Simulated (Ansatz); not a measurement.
The parent structure is Mg₂Ge in the anti-fluorite structure (space group Fm-3m, No. 225; a = 6.4212 Å).

Calculations: PBE, PAW, 420 eV (Ansatz, a quantum-chemistry and plane-wave program; without spin-orbit coupling).

Strains are applied to the cell and any free atomic positions relax.

One change was made to it. Results:

```csv
quantity,base,after
energy relative to the base (free energy F),0 meV/atom,+30 meV/atom
"hole mass (degenerate bands, along [100])","0.071, 0.35, 0.35 mₑ (at Γ)","0.10, 0.34, 0.34 mₑ (at Γ)"
electron mass,"0.55 mₑ along k, 0.19 mₑ across (at X)","0.55 mₑ along k, 0.18 mₑ across (at X)"
```

Which change produced these results?
A) isotropic strain −3.00 %
B) isotropic strain +1.50 %
C) isotropic strain +2.00 %
D) isotropic strain −2.00 %
E) isotropic strain +0.50 %

A, isotropic strain −3.00 %. For comparison, the energy relative to the base in the other runs: isotropic strain −2.00 % gives +13 meV/atom; isotropic strain +0.50 % gives +0.8 meV/atom; isotropic strain +1.50 % gives +6.6 meV/atom; isotropic strain +2.00 % gives +12 meV/atom.

The levels and masses belong to the bands next to the band gap. Effective masses come from finite differences of ±0.01 Å⁻¹. Along k means along the line from Γ to the band edge. Stability against distortions was not tested.
